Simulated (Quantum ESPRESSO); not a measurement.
Troubleshooting Quantum ESPRESSO: a failed run on CuO2 (P1, 3 atoms in the cell). The aim is a zone-centre phonon calculation with DFT, LDA (PZ), plane waves, GBRV 1.5 ultrasoft (LDA) pseudopotentials.

The self-consistent step had converged with these keywords: prefix = (default); ecutwfc = 50 Ry; ecutrho = 400 Ry; occupations = smearing; smearing = gauss; degauss = 0.0073499 Ry; potentials = {Cu: cu_lda_v1.2.uspp.F.UPF, O: o_lda_v1.2.uspp.F.UPF}; K_POINTS = automatic 8 4 4 0 0 0; conv_thr = 1e-10 Ry. The next shown step is ph.x.

The input file:

```fortran
phonons at the zone centre
&inputph
 outdir = './out'
 tr2_ph = 1.0d-14
 fildyn = 'dyn.G'
 epsil = .true.
/
0.0 0.0 0.0
```

Output (repeated stretches shortened):

```
     Reading xml data from directory:

     ./out/pwscf.save/

     G-vector sticks info
     --------------------
     sticks:   dense  smooth     PW     G-vecs:    dense   smooth      PW
     Sum        1751     877    269                80075    28297    4771

     Reading collected, re-writing distributed wavefunctions in ./out/

 %%%%%%%%%%%%%%%%%%%%%%%%%%%%%%%%%%%%%%%%%%%%%%%%%%%%%%%%%%%%%%%%%%%%%%%%%%%%%%
     Error in routine phq_readin (1):
     no elec. field with metals
 %%%%%%%%%%%%%%%%%%%%%%%%%%%%%%%%%%%%%%%%%%%%%%%%%%%%%%%%%%%%%%%%%%%%%%%%%%%%%%

     stopping ...
```

**Question.** From the messages shown, name the fault and mend the input.

**Answer.** The fault is the dielectric response asked with smeared occupations. The response to a homogeneous field is defined for insulators with fixed occupations. To fix it, drop the request, or use fixed occupations in an insulator. The program stopped in the step ph.x before computing anything there.

On the sound input: the starting cell comes from a database of computed structures (which also holds hypothetical and non-ambient phases and stackings), without a prior relaxation at this level. Spin polarisation is off; with an odd number of electrons in the cell that forces a metal, and a magnetic state may lie lower. With a pressure of about -5 GPa the cell is away from its equilibrium volume at this level. Forces in this geometry exceed 1 eV/Å.
